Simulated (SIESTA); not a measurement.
Band structure of VS (P6_3/mmc, 4 atoms in the cell).

```
VS
1.0
    3.16980     0.00000     0.00000
   -1.58490     2.74513     0.00000
    0.00000     0.00000     6.12713
V S
2 2
Direct
  0.00000   0.00000   0.00000
  0.00000   0.00000   0.50000
  0.66667   0.33333   0.25000
  0.33333   0.66667   0.75000
```

Method: GGA PBEsol, numerical atomic orbitals DZP, PseudoDojo PBEsol standard norm-conserving potentials (rewritten from UPF to PSML) in SIESTA.

Settings: XC.functional = GGA; XC.authors = PBEsol; potentials = PseudoDojo PBEsol standard; PAO.BasisSize = DZP; PAO.EnergyShift = 0.01 Ry; MeshCutoff = 300 Ry; kgrid.MonkhorstPack = 10 10 5; OccupationFunction = FD; ElectronicTemperature = 1160.45 K; MaxSCFIterations = 150; SCF.Mixer.Method = Broyden; SCF.Mixer.Weight = 0.2; SCF.Mixer.History = 6; SCF.DM.Tolerance = 1.0E-05.

The starting cell comes from a database of computed structures (which also holds hypothetical and non-ambient phases and stackings), without a prior relaxation at this level. Spin polarisation is off, so a magnetic state, if there is one, cannot be reached. Values carry the incompleteness of an atom-centred basis.

Levels in eV from the Fermi level, bands 16 to 21:
| point | 16 | 17 | 18 | 19 | 20 | 21 |
|---|---|---|---|---|---|---|
| Γ | -1.40 | -1.40 | -1.12 | -1.12 | -0.88 | -0.88 |
| M | -3.23 | -2.84 | -1.52 | -0.21 | 0.95 | 1.11 |
| K | -5.40 | -0.73 | -0.73 | 0.12 | 0.12 | 0.24 |
| A | -3.48 | -0.63 | -0.63 | -0.38 | -0.38 | -0.38 |
| L | -4.27 | -1.98 | -1.98 | 1.02 | 1.02 | 1.11 |
| H | -5.65 | -1.11 | -1.11 | 0.66 | 0.66 | 0.99 |

Bands cross the Fermi level along this path, so the cell is metallic at this level.

Higher empty bands are left out: an atom-centred basis made for the valence describes them poorly.
